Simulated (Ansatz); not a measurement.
**Bi: Bi → Ni**

The reference is Bi in the A7 type structure (space group R-3m, No. 166; a = 4.522 Å, c = 12.028 Å (hexagonal axes); layered).

Modification: every Bi is replaced by Ni, then cell and atoms are relaxed.

All numbers come from r2SCAN+rVV10/PAW in Ansatz (a first-principles code), no SOC, earlier PAW set. Settings: 23×23×23 k-points, 0.05 eV Fermi–Dirac smearing, for the changed cell.

The volume per atom drops by 25.07 Å³, from 35.49 Å³ to 10.42 Å³ and the density decreases by 0.43 g/cm³, from 9.78 g/cm³ to 9.35 g/cm³. The space group changes from R-3m (No. 166) to Fm-3m (No. 225) and the band gap is still zero. The magnetic state goes from not spin-polarised to ferromagnetic and the largest site moment goes from zero to 0.80 μB.

Final structure:

```
CELL_PARAMETERS angstrom
      0.00000     1.73380     1.73380
      1.73380     0.00000     1.73380
      1.73380     1.73380     0.00000
ATOMIC_POSITIONS crystal
  Ni 0.50000 0.50000 0.50000
```

Other magnetic orders, which the real material may have, were not ruled out. Spin-orbit coupling, missing from the scalar runs, can matter with Bi. Whether these cells are dynamically stable was not tested.
